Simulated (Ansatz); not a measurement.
Consider the following.

```xyz
5
Lattice="8.4289 0.0000 0.0000 4.2145 7.2997 0.0000 4.2145 -2.4332 3.3196" Properties=species:S:1:pos:R:3 pbc="T T T"
Cs     0.0000     0.0000     0.0000
Pb     4.2145     2.4332     1.6598
Br     4.2145     0.0000     0.0000
Br     2.1072     3.6498     0.0000
Br     6.3217     3.6498     0.0000
```

No spin polarisation.

The values are results of PBEsol in Ansatz (plane waves to 420 eV, PAW, scalar-relativistic without spin-orbit coupling), not measurements. k-mesh 6×6×6 (Γ-centred); smearing 0.05 eV (Fermi–Dirac).

**Question.** Predict the gap character, pressure, band gap and hole mass.

**Answer.** 
- Gap character = direct at T
- Pressure (mean of the normal stresses, compression positive) = -0.19 GPa
- Band gap = 1.39 eV
- Hole mass = 0.14 mₑ out of plane, 0.14 mₑ in plane (at R)

Spin-orbit coupling, missing from the scalar runs, can matter with Pb. The cells carry an imposed strain or load. Effective masses come from finite differences of ±0.01 Å⁻¹. Stability against distortions was not tested. The cell was made from CsPbBr3 in the cubic perovskite structure (space group Pm-3m, No. 221) by this change: biaxial strain +1.50 %, plane normal [111], relaxed out of plane. Many cubic perovskites are stable only at high temperature; tilts and polar distortions were not tested. This is not the structure that CsPbBr3 has at room temperature and ambient pressure.

Ansatz is a quantum-chemistry and plane-wave program.
